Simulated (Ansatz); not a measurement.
Take Pt in the fcc (Cu type) structure (space group Fm-3m, No. 225; a = 3.972 Å; relaxed with 0.1 eV smearing) as the base.

(Cell as relaxed with PBE.)

Levels (all Ansatz, a first-principles code, PAW, earlier PAW set): PBE (420 eV, without spin-orbit coupling); r2SCAN (500 eV, scalar-relativistic without spin-orbit coupling).

Each level relaxes its own structure.

```
base                        PBE      r2SCAN
-------------------  ----------  ----------
volume per atom        15.66 Å³    15.31 Å³
lattice parameter a  7.506 bohr  7.448 bohr
band gap                   zero        zero
```

One thing is altered: the cell is scaled by 0.9620 in all directions; the atoms relax in the strained cell.

| quantity | PBE | r2SCAN |
|---|---|---|
| energy relative to the base (free energy F) | +186 meV/atom | … |
| pressure | 39.2 GPa | … |
| band gap | zero | … |

### Question
Given the PBE results, estimate those of r2SCAN.

### Answer

- energy relative to the base (free energy F), r2SCAN: +199 meV/atom
- pressure, r2SCAN: 42.9 GPa
- band gap, r2SCAN: zero

PBE's energy relative to the base lies 13 meV/atom below r2SCAN's; PBE's pressure lies 3.7 GPa below r2SCAN's; the two agree on the band gap. Neither level is exact; r2SCAN is the comparison here, not a measurement.

Stability against distortions was not tested. The final runs are not spin-polarised.
